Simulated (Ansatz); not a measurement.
# WC: energy against strain

WC (WC type, P-6m2, 10.526 Å³/atom at rest, c along z) under a strain ε along c (axis z), the other axes held. PBE in Ansatz, a plane-wave DFT program (PAW, default set), 420 eV, 23×23×20 Γ-centred mesh, Fermi-Dirac smearing 0.10 eV; ions are relaxed within the symmetry of each cell.

Here s stands for strain and y for E less E0.

| strain (%) | E less E0 (meV/atom) |
|---|---|
| -1.50 | 7.29 |
| -1.00 | 3.23 |
| -0.50 | 0.81 |
| 0.00 | 0.00 |
| 0.50 | 0.73 |
| 1.00 | 2.97 |
| 1.50 | 6.66 |
| 3.00 | ? |

Fit y of the 7 rows that show it with a parabola. Least squares gives y = -0.003 - 0.1779·s + 3.1014·s². Residuals (row less fit): 0.048, -0.046, -0.051, 0.003, 0.047, 0.050, -0.048; standard error 0.059 (degrees of freedom: 4). Twice the quadratic coefficient over the volume, 2 × 3.1014 meV × 10⁴ × 0.1602 / 10.526 Å³, is the elastic constant C33 = 944 ± 8 GPa.

Problem. What does the fit predict for y at s = 3.00, and how far is the calculated value from it?

Solution. y = -0.003 - 0.1779 × 3.0 + 3.1014 × 3.0² = 27.376 meV/atom. The calculation gives 26.00 meV/atom, 1.376 meV/atom below the prediction (5.3 % of the range of y in the table). The row lies outside the fitted rows, so this is an extrapolation. From the scatter of the fitted rows alone, a prediction at this place has a standard error of 0.227 meV/atom, so the miss is 6.1 times that.

One order more, fitted to all 13 runs of the series, follows each within 0.01, so the miss is the next term of a smooth law. In a metal these values are sensitive to mesh and smearing; energies are taken to zero smearing, stresses follow the free energy. Rows are the converged runs of the series near zero and its far end; series whose fitted rows scatter by over a few per cent of the range, as at a crossing or softening among them, aren't shown in this form. Most that stay on the fit to the last digits aren't either.
